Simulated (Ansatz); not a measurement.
# Hypothetical zinc blende LuP, pressure series

Base system: LuP in the zinc blende structure (space group F-43m, No. 216; a = 6.161 Å; a hypothetical phase, not in the database extracts checked).

Cell and atoms are relaxed at each pressure.

Levels (all Ansatz, an electronic-structure program, PAW): PBE (420 eV, without spin-orbit coupling); r2SCAN (500 eV, no spin-orbit coupling).

The base cell above is that of PBE; each level relaxes its own structures.

```csv
case,"lattice parameter a, PBE","lattice parameter a, r2SCAN"
pressure −2 GPa,6.236 Å,6.207 Å
pressure −1 GPa,6.197 Å,6.171 Å
pressure 1.8 GPa,6.102 Å,6.082 Å
pressure 4.2 GPa,6.032 Å,(withheld)
pressure 9 GPa,5.915 Å,5.906 Å
pressure 18 GPa,5.746 Å,5.743 Å
pressure 30 GPa,5.578 Å,(withheld)
pressure 45 GPa,5.417 Å,(withheld)
pressure 60 GPa,5.289 Å,(withheld)
```

**Question.** Some entries are withheld; estimate them.

**Answer.** 
- pressure 4.2 GPa, lattice parameter a, r2SCAN: 6.017 Å
- pressure 30 GPa, lattice parameter a, r2SCAN: 5.579 Å
- pressure 45 GPa, lattice parameter a, r2SCAN: 5.421 Å
- pressure 60 GPa, lattice parameter a, r2SCAN: 5.295 Å

The two levels differ by at most about 0.029 Å. They put the cases in the same order.

Load acts through the strain it causes; cell and atoms are relaxed under it. No phonon test of stability was made. No other phases were tried under pressure.
